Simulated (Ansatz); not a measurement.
The parent structure is PbSe in the rock salt structure (space group Fm-3m, No. 225; a = 6.1780 Å). Axes: x, y, z lie along the cube axes.

Structures relaxed with r2SCAN/PAW in Ansatz (a program for electronic structure), spin-orbit coupling left out.

Base:

Simulated powder pattern, Cu Kα1, λ = 1.54056 Å (kinematic, ideal powder, no thermal factors, no anomalous dispersion; the 14 strongest lines at most, above 2 %, up to 2θ = 90°):

| 2θ (°) | I/Imax (%) | hkl |
|---|---|---|
| 24.94 | 36 | (111) |
| 28.88 | 100 | (200) |
| 41.30 | 77 | (220) |
| 48.85 | 19 | (311) |
| 51.18 | 28 | (222) |
| 59.83 | 13 | (400) |
| 65.84 | 8.3 | (331) |
| 67.78 | 37 | (420) |
| 75.30 | 27 | (422) |
| 80.76 | 6.5 | (333) |
| 89.71 | 9.2 | (440) |

It is then changed as follows: the cell is stretched by 0.50 % along z with no lateral relaxation; the atoms relax in the strained cell.

After the change:

Simulated powder pattern, Cu Kα1, λ = 1.54056 Å (kinematic, ideal powder, no thermal factors, no anomalous dispersion; the 14 strongest lines at most, above 2 %, up to 2θ = 90°):

| 2θ (°) | I/Imax (%) | hkl |
|---|---|---|
| 24.90 | 54 | (111) |
| 28.73 | 51 | (002) |
| 28.88 | 100 | (200) |
| 41.19 | 78 | (202) |
| 41.30 | 39 | (220) |
| 48.64 | 9.8 | (113) |
| 48.83 | 19 | (311) |
| 51.09 | 42 | (222) |
| 59.83 | 13 | (400) |
| 67.47 | 19 | (204) |
| 67.70 | 18 | (402) |
| 67.78 | 18 | (420) |
| 75.00 | 14 | (224) |
| 75.22 | 27 | (422) |

The indices refer to the base's conventional cell; one index is shown for lines that coincide. The space group is now I4/mmm (No. 139).

No phonon test of stability was made.
